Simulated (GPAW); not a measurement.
**Input and output of a self-consistent single point for Be5Co (F-43m, 6 atoms in the cell) (GPAW)**

Method: LDA (Perdew-Wang 92), GPAW PAW datasets LDA (gpaw-data 1.0.1) (plane waves; GPAW).

This input was run:

```python
from ase import Atoms
from ase.units import GPa
from gpaw import GPAW, PW, FermiDirac

atoms = Atoms(['Be', 'Be', 'Be', 'Be', 'Be', 'Co'],
              cell=[[0.000000, 2.883925, 2.883925],
                    [2.883925, 0.000000, 2.883925],
                    [2.883925, 2.883925, 0.000000]],
              scaled_positions=[[0.250000, 0.250000, 0.250000],
                                [0.625570, 0.625570, 0.123290],
                                [0.625570, 0.123290, 0.625570],
                                [0.625570, 0.625570, 0.625570],
                                [0.123290, 0.625570, 0.625570],
                                [0.000000, 0.000000, 0.000000]],
              pbc=True)

calc = GPAW(mode=PW(850),
            xc='LDA',
            kpts={'size': (8, 8, 8), 'gamma': True},
            occupations=FermiDirac(0.1),
            nbands=-14,
            convergence={'density': 1e-05},
            symmetry={'symmorphic': False, 'tolerance': 0.0005},
            maxiter=120)

atoms.calc = calc

energy = atoms.get_potential_energy()
print('Energy (eV):', round(energy, 6))
forces = atoms.get_forces()
print('Forces (eV/Ang):')
print(forces.round(5))
stress = atoms.get_stress()
print('Stress (GPa, Voigt):', (stress / GPa).round(4))
```

The program printed (abridged):

```
Input parameters:
  convergence: {density: 1e-05}
  kpts: {gamma: True,
         size: (8, 8, 8)}
  maxiter: 120
  mode: {ecut: 850.0,
         name: pw}
  nbands: -14
  occupations: {fixmagmom: False,
                name: fermi-dirac,
                width: 0.1}
  symmetry: {symmorphic: False,
             tolerance: 0.0005}

species:
  Be:
    name: Beryllium
    Z: 4.0
    valence: 2
    core: 2
    charge: 0.0
    file: Be.LDA.gz

    # Using partial waves for Be as LCAO basis

  Co:
    name: Cobalt
    Z: 27.0
    valence: 9
    core: 18
    charge: 0.0
    file: Co.LDA.gz

    # Using partial waves for Co as LCAO basis

Reference energy: -39804.208935  # eV

Spin-paired calculation

Convergence criteria:
 Maximum [total energy] change in last 3 cyles: 0.0005 eV / valence electron
 Maximum integral of absolute [dens]ity change: 1e-05 electrons / valence electron
 Maximum integral of absolute [eigenst]ate change: 4e-08 eV^2 / valence electron
 Maximum number of scf [iter]ations: 120

Symmetries present (total): 24
Symmetries with fractional translations: 0
512 k-points: 8 x 8 x 8 Monkhorst-Pack grid + [1/16,1/16,1/16]
29 k-points in the irreducible part of the Brillouin zone
       k-points in crystal coordinates                weights
   0:     0.00000000    0.00000000    0.00000000          1/512
   1:     0.12500000    0.12500000    0.00000000          6/512
   2:     0.12500000    0.12500000    0.12500000          8/512
   [... 7 lines left out ...]
          ...
  28:     0.50000000    0.50000000    0.50000000          4/512

Wave functions: Plane wave expansion
  Cutoff energy: 850.000 eV
  Number of coefficients (min, max): 2682, 2733
  Pulay-stress correction: 0.000000 eV/Ang^3 (de/decut=0.000000)

Occupation numbers: Fermi-Dirac:
  width: 0.1000  # eV

Eigensolver

Densities:
  Coarse grid: 28*28*28 grid
  Fine grid: 56*56*56 grid
  Total Charge: 0.000000

Density mixing:
  Method: separate
  Backend: pulay
  Linear mixing parameter: 0.05
  old densities: 5
  Damping of long wavelength oscillations: 50

Hamiltonian:
  XC and Coulomb potentials evaluated on a 56*56*56 grid
  External potential:
    NoExternalPotential

Number of atoms: 6
Number of atomic orbitals: 29
Number of bands in calculation: 23
Number of valence electrons: 19
Bands to converge: occupied

Density initialized from atomic densities
  23 bands from LCAO basis set

Atomic positions and initial magnetic moments

Positions:
   0 Be     1.441963    1.441963    1.441963    ( 0.0000,  0.0000,  0.0000)
   1 Be     2.159656    2.159656    3.608194    ( 0.0000,  0.0000,  0.0000)
   2 Be     2.159656    3.608194    2.159656    ( 0.0000,  0.0000,  0.0000)
   3 Be     3.608194    3.608194    3.608194    ( 0.0000,  0.0000,  0.0000)
   4 Be     3.608194    2.159656    2.159656    ( 0.0000,  0.0000,  0.0000)
   5 Co     0.000000    0.000000    0.000000    ( 0.0000,  0.0000,  0.0000)

Unit cell:
           periodic     x           y           z      points  spacing
  1. axis:    yes    0.000000    2.883925    2.883925    28     0.1189
  2. axis:    yes    2.883925    0.000000    2.883925    28     0.1189
  3. axis:    yes    2.883925    2.883925    0.000000    28     0.1189

  Lengths:   4.078486   4.078486   4.078486
  Angles:   60.000000  60.000000  60.000000

Effective grid spacing dv^(1/3) = 0.1298

     iter     time        total  log10-change:
                         energy   eigst   dens
iter:   1 --:--:--   -32.039447
iter:   2 --:--:--   -31.852578   -1.23  -1.16
iter:   3 --:--:--   -31.725736   -1.98  -1.24
iter:   4 --:--:--   -31.613541   -2.20  -1.34
iter:   5 --:--:--   -31.619446   -2.59  -1.71
iter:   6 --:--:--   -31.635560   -3.07  -1.93
iter:   7 --:--:--   -31.638113   -3.58  -2.30
iter:   8 --:--:--   -31.638026c  -4.28  -2.76
iter:   9 --:--:--   -31.638001c  -5.03  -3.19
iter:  10 --:--:--   -31.637994c  -5.77  -3.40
iter:  11 --:--:--   -31.637981c  -6.47  -3.41
iter:  12 --:--:--   -31.637977c  -6.81  -3.44
iter:  13 --:--:--   -31.637982c  -8.19c -3.93
iter:  14 --:--:--   -31.637985c  -8.46c -4.20
iter:  15 --:--:--   -31.637986c  -9.37c -4.26
iter:  16 --:--:--   -31.637985c  -7.96c -4.29
iter:  17 --:--:--   -31.637985c  -9.72c -5.21c

Converged after 17 iterations.

Dipole moment: (-3.759014, -3.759014, -3.759014) |e|*Ang

Energy contributions relative to reference atoms: (reference = -39804.208935)

Kinetic:        +26.999420
Potential:      -15.452759
External:        +0.000000
XC:             -42.717112
Entropy (-ST):   -0.083546
Local:           -0.425762
SIC:             +0.000000
--------------------------
Free energy:    -31.679758
Extrapolated:   -31.637985

Showing only first 2 kpts
 Kpt  Band  Eigenvalues  Occupancy
  0     7      8.13807    0.00040
  0     8      8.13807    0.00040
  0     9      8.13807    0.00040
  0    10     11.14680    0.00000

  1     7      7.63502    0.05906
  1     8      7.63502    0.05906
  1     9      7.95737    0.00242
  1    10      9.71012    0.00000

Fermi level: 7.28578

No gap
No difference between direct/indirect transitions
Energy (eV): -31.637985

Forces in eV/Ang:
  0 Be   -0.00000    0.00000    0.00000
  1 Be   -0.02023   -0.02023    0.02023
  2 Be   -0.02023    0.02023   -0.02023
  3 Be    0.02023    0.02023    0.02023
  4 Be    0.02023   -0.02023   -0.02023
  5 Co    0.00000    0.00000    0.00000

Stress tensor:
     0.035157     0.000000     0.000000
     0.000000     0.035157    -0.000000
     0.000000    -0.000000     0.035157
Stress (GPa, Voigt): [ 5.6328  5.6328  5.6328 -0.      0.      0.    ]
```

The run converged in 17 iterations. GPAW prints stress with tension positive.

The starting cell comes from a database of computed structures (which also holds hypothetical and non-ambient phases and stackings), without a prior relaxation at this level. Spin polarisation is off. With a pressure of about -6 GPa the cell is away from its equilibrium volume at this level.

Cost on one core of a shared machine: roughly 60 s.
